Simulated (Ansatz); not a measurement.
Take MgS in the rock salt structure (space group Fm-3m, No. 225; a = 5.129 Å) as the base. Axes: x, y, z lie along the cube axes.

All numbers come from LDA (Ansatz, a program for electronic structure), scalar-relativistic without spin-orbit coupling.

Modification: uniaxial strain ε_zz = +2.00 %, all other strain components held at zero; the atoms relax in the strained cell.

Task: Predict the stress tensor and what it implies for the stiffness.

Result: Stress of the strained cell less that of the base (GPa, compression positive):
```
  -0.82    0.00    0.00
   0.00   -0.82    0.00
   0.00    0.00   -2.91
```

Then −Δσ_ii/ε with ε = 0.0200 gives secant stiffness values (nonlinear terms included at this strain): C33 ≈ 145 GPa, C13 ≈ 41 GPa and C23 ≈ 41 GPa.

No phonon test of stability was made.
